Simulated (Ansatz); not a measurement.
Worked example: self-consistent single point of a (001) slab of Al (cut from a parent of space group no. 225; 4 atoms in the cell) in Ansatz (a first-principles code).

Method: PBEsol, PAW files made with PBE (plane waves; Ansatz).

The change in words: vacuum of 8 angstrom (first run: 14 Å). Reference geometry:
```
Al
1.0
    2.87237     0.00000     0.00000
   -2.87237     2.87237     0.00000
    0.00000     0.00000    20.09331
Al
4
Direct
  0.00000   0.00000   0.44946
  0.00000   0.50000   0.34837
  0.00000   0.00000   0.65163
  0.00000   0.50000   0.55054
```

Reference input (self-consistent single point, DFT, PBEsol, plane waves, PAW files made with PBE): basis.ecutwfc = 420 eV; kpoints.mp_grid.grid = 15 15 1; hamiltonian.xc = pbesol; hamiltonian.pseudopotentials = {kind: paw} (the program's default PAW files); scf.occupations.method = gaussian; scf.occupations.width = 0.1 eV. This run's input differs from it in these lines:

Ansatz 0.2 input:
```diff
@@ -4,8 +4,8 @@
     - [-2.872374, 2.872374, 0.000000]
-    - [0.000000, 0.000000, 20.093310]
+    - [0.000000, 0.000000, 14.093296]
   atoms:
-    - { symbol: Al, position_ang: [0.000000, 0.000000, 9.031099] }
-    - { symbol: Al, position_ang: [-1.436187, 1.436187, 7.000007] }
-    - { symbol: Al, position_ang: [0.000000, 0.000000, 13.093303] }
-    - { symbol: Al, position_ang: [-1.436187, 1.436187, 11.062211] }
+    - { symbol: Al, position_ang: [0.000000, 0.000000, 6.031085] }
+    - { symbol: Al, position_ang: [-1.436187, 1.436187, 4.000002] }
+    - { symbol: Al, position_ang: [0.000000, 0.000000, 10.093294] }
+    - { symbol: Al, position_ang: [-1.436187, 1.436187, 8.062211] }
 basis:
```

Output, abridged:

```
SCF iter   1: F=—  HF=-2097.677129 eV  |F-HF|=—  |Δ(HF+E_count)|=         —  Δρ=2.07e-2  dr2=3.97e0  ethr=3.10e-3  ⟨swp⟩=7.6  Hψ=3219  notcnv=0
all-band conjugate gradients solve this SCF's bands
preconditioner: auto → LDOS
SCF iter   2: F=—  HF=-2097.101479 eV  |F-HF|=—  |Δ(HF+E_count)|=   5.76e-1  Δρ=9.29e-3  dr2=3.29e-1  ethr=3.10e-3  ⟨swp⟩=2.8  Hψ=944  notcnv=0  defer=6
SCF iter   3: F=—  HF=-2097.061382 eV  |F-HF|=—  |Δ(HF+E_count)|=   4.01e-2  Δρ=1.73e-3  dr2=1.66e-2  ethr=2.74e-3  ⟨swp⟩=2.8  Hψ=766  notcnv=0  defer=7
SCF iter   4: F=—  HF=-2097.057117 eV  |F-HF|=—  |Δ(HF+E_count)|=   4.26e-3  Δρ=5.75e-4  dr2=2.13e-3  ethr=1.38e-4  ⟨swp⟩=2.1  Hψ=622  notcnv=0  defer=8
SCF iter   5: F=—  HF=-2097.056956 eV  |F-HF|=—  |Δ(HF+E_count)|=   1.60e-4  Δρ=1.26e-4  dr2=2.81e-5  ethr=1.78e-5  ⟨swp⟩=2.3  Hψ=526  notcnv=0  defer=8
SCF iter   6: F=—  HF=-2097.056963 eV  |F-HF|=—  |Δ(HF+E_count)|=   6.67e-6  Δρ=1.37e-5  dr2=6.15e-7  ethr=2.35e-7  ⟨swp⟩=2.3  Hψ=545  notcnv=0  defer=8
SCF iter   7: F=-2097.056963 eV  HF=-2097.056963 eV  |F-HF|=2.20e-8  |Δ(HF+E_count)|=   1.46e-8  Δρ=3.76e-6  dr2=5.54e-8  ethr=8.33e-10  ⟨swp⟩=9.2  Hψ=2367  notcnv=0
SCF 1 converged in 7 iterations: F = -2097.056963 eV  dr2 = 5.54e-8
Free energy (F): -2097.056963 eV
Internal energy: -2097.050792 eV  (E = F + TS)
E sigma→0 (E₀):  -2097.053878 eV
Entropy (-TS):   -0.006171 eV (-1.543 meV/atom)
Fermi energy:    2.673240 eV
--- Forces (eV/Å), atoms counted from 1 ---
  atom   1  Al    -0.00000000     0.00000000     0.08961933
  atom   2  Al    -0.00000000     0.00000000    -0.11139362
  atom   3  Al     0.00000000     0.00000000     0.11139362
  atom   4  Al     0.00000000     0.00000000    -0.08961933
--- Stress (GPa, compression-positive) ---
       -4.156314      -0.000000       0.000000
       -0.000000      -4.156314      -0.000000
        0.000000      -0.000000       0.592023
  P = ⅓ Tr σ = -2.5735 GPa (-25.735 kbar)
  The stress holds the Pulay correction. Without it, at fixed plane waves, as pw.x and ABINIT print it: P = -2.5890 GPa
```

The run converged in 7 iterations. Against the reference run the free energy falls by 1.1 meV/atom and the largest force goes from 0.105 to 0.111 eV/Å.

The starting cell has typed, rounded lattice constants, without a prior relaxation at this level. The slab is cut from that crystal, and its faces are unrelaxed. Its lattice was rescaled by up to half a per cent.
